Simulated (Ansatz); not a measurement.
Amorphous cells of Al, O, Si: the gap between the highest filled and lowest empty level at the zone centre, by PBE and by a single point of HSE06 on the same geometry (PBE, scalar-relativistic without spin-orbit coupling (plane waves to 420 eV, PAW; Ansatz, an electronic-structure program); exact exchange cut at the cells' faces). The networks come from melt-quench runs on the CHGNet potential at compositions and starting densities chosen by hand, with anions pushed apart in the CHGNet dynamics, and DFT then relaxed them. The cells are small and were quenched far faster than real films, so single cells scatter. Defect or tail levels can set these gaps. The rows are the first to finish with both values and no moments.

| cell | PBE gap x (eV) | HSE06 gap y (eV) |
|---|---|---|
| A (Al28O44Si, 3.15 g/cm3) | 3.50 | 5.22 |
| B (Al28O44Si, 3.06 g/cm3) | 3.55 | withheld |
| C (Si24O51Al2, 2.24 g/cm3) | 3.59 | 5.40 |
| D (Si20Al32O88, 2.86 g/cm3) | 3.81 | 5.56 |
| E (Si14Al12O46, 2.39 g/cm3) | 3.82 | 5.51 |
| F (Si10Al16O44, 2.42 g/cm3) | 4.12 | 5.83 |
| G (Si20Al4O46, 2.20 g/cm3) | 4.54 | 6.30 |
| H (Si24O51Al2, 2.17 g/cm3) | 4.62 | 6.41 |

Question: Fit a straight line through the 7 full rows and predict the withheld value for B (Al28O44Si, 3.06 g/cm3).

Answer: Means: x = 4.000, y = 5.747. Slope = Σ(Δx Δy) / Σ(Δx²) = 1.204 / 1.177 = 1.02; the r.m.s. residual is 0.039. Prediction: 5.747 + 1.02 × (3.55 − 4.000) = 5.29. The run gave 5.26, 0.03 below the line.
